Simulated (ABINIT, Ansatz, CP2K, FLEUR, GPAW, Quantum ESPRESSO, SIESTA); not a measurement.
# Code comparison for KCrCl3 (P4mm, 5 atoms in the cell)

Self-consistent single point.

```xyz
5
Lattice="4.9779 0.0000 0.0000 0.0000 4.9779 0.0000 0.0000 0.0000 4.9706" Properties=species:S:1:pos:R:3 pbc="T T T"
K      0.0000     0.0000     4.9545
Cr     2.4890     2.4890     2.4111
Cl     2.4890     0.0000     2.4125
Cl     0.0000     2.4890     2.4125
Cl     2.4890     2.4890     4.8963
```
Moments meant for the start (each program seeds them in its own way; μB, in the order of the atoms K Cr Cl Cl Cl): 0.0 3.0 0.0 0.0 0.0.

All programs got the same cell, k-point mesh and kind of occupations, and the same starting moments (in Ansatz's words: kpoints.mp_grid.grid = 5 5 5; magnetization.spin_polarized = true; scf.occupations.method = fermi_dirac; scf.occupations.width = 0.01 Ry); potentials, basis and cutoffs are each program's usual ones.

```json
[
 {"code": "FLEUR", "model": "PBEsol, all-electron FLAPW (FLEUR), scalar-relativistic valence", "pressure (GPa)": "–", "largest force (eV/Å)": "–", "size of the net moment (μB/atom)": "0.80", "k-points": "18", "cutoff": "Kmax 4.6 1/bohr"},
 {"code": "GPAW", "model": "PBEsol, GPAW PAW datasets PBEsol (made by gpaw-setup)", "pressure (GPa)": "-2.11", "largest force (eV/Å)": "0.014", "size of the net moment (μB/atom)": "0.80", "k-points": "18", "cutoff": "800 eV"},
 {"code": "ABINIT", "model": "PBEsol, norm-conserving pseudopotentials (PseudoDojo nc-sr-04 PBEsol standard)", "pressure (GPa)": "-2.15", "largest force (eV/Å)": "0.014", "size of the net moment (μB/atom)": "0.80", "k-points": "18", "cutoff": "47 Ha"},
 {"code": "Quantum ESPRESSO", "model": "PBEsol, GBRV 1.5 ultrasoft (PBESOL) pseudopotentials", "pressure (GPa)": "-2.23", "largest force (eV/Å)": "0.014", "size of the net moment (μB/atom)": "0.80", "k-points": "18", "cutoff": "50 Ry"},
 {"code": "SIESTA", "model": "GGA PBEsol, numerical atomic orbitals TZP, PseudoDojo PBEsol standard norm-conserving potentials (rewritten from UPF to PSML)", "pressure (GPa)": "-3.26", "largest force (eV/Å)": "0.024", "size of the net moment (μB/atom)": "0.80", "k-points": "63", "cutoff": "grid 300 Ry"},
 {"code": "Ansatz", "model": "PBEsol, PAW files made with PBE", "pressure (GPa)": "-2.20", "largest force (eV/Å)": "0.014", "size of the net moment (μB/atom)": "0.80", "k-points": "18", "cutoff": "default"},
 {"code": "CP2K", "model": "PBEsol, GPW, DZVP-MOLOPT-SR-GTH basis, GTH-PBE potentials (GTH_POTENTIALS)", "pressure (GPa)": "-2.18", "largest force (eV/Å)": "0.019", "size of the net moment (μB/atom)": "0.80", "k-points": "63", "cutoff": "grid 600 Ry"}
]
```

A dash marks a value that a program does not give, or that is left out as unsure.

The spread over the programs that give each value: pressure within 1.15 GPa; largest force within 0.010 eV/Å; size of the net moment within 0.00 μB/atom.

The starting cell comes from a database of computed structures (which also holds hypothetical and non-ambient phases and stackings), without a prior relaxation at this level. On Ansatz's run: With one magnetic atom in the cell only a parallel order is possible.

Task: Why do the programs differ, and what cannot be compared?

Result: Differences of this kind can come from the potentials, where these differ, and from what each basis and cutoff leave unconverged. The valence holds different numbers of electrons (FLEUR 44, GPAW 36, ABINIT 44, Quantum ESPRESSO 44, SIESTA 44, Ansatz (a quantum-chemistry and plane-wave program) 44, CP2K 44). The zero of total energies and Fermi levels follows the potentials and each program's conventions, so they are not compared here. SIESTA and CP2K use small atom-centred bases, whose incompleteness enters pressures, forces and empty levels differently from a plane-wave cutoff. FLEUR treats all electrons, but the usual bases taken here (sphere radii, linearisation, local orbitals, empty states) were not tested for convergence, so the values are no reference for the others. Ansatz's pressure is given at a fixed set of plane waves, as the other plane-wave codes print theirs. Ansatz's smearing width was typed in Ry to four decimals, so it matches the others to a few per cent. Site moments depend on each program's spheres or projections; the total moment of the cell does not. The programs reduce the same mesh by symmetry to different extents, which changes the work and not the result. In the pressure, SIESTA (by 1.09) lies more than 1 GPa from the median of the plane-wave programs.

Keys are those of Ansatz 0.2.
